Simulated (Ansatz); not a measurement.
## The (30-32) surface of hcp Os in its 1x1 cell, outermost plane spacing 0.75 Å in the ideal cut

These are r2SCAN, at the PBE geometry (plane waves to 500 eV, PAW; Ansatz, an electronic-structure program) values and carry that method's errors.

Slab: 30 atoms, 10.5 Å thick at the start (thin: gaps and levels are the slab's own); k 14x3x1, smearing 0.1 eV, dipole-corrected; single point; on the structure that PBE left under its start's symmetry; no spin, no spin-orbit, no U.

```
Property                                                   Result
-----------------------------------  ----------------------------
surface energy (mean of both faces)                     3.83 J/m²
work function of the top face                             5.24 eV
cost                                 very roughly 24 core-minutes
```
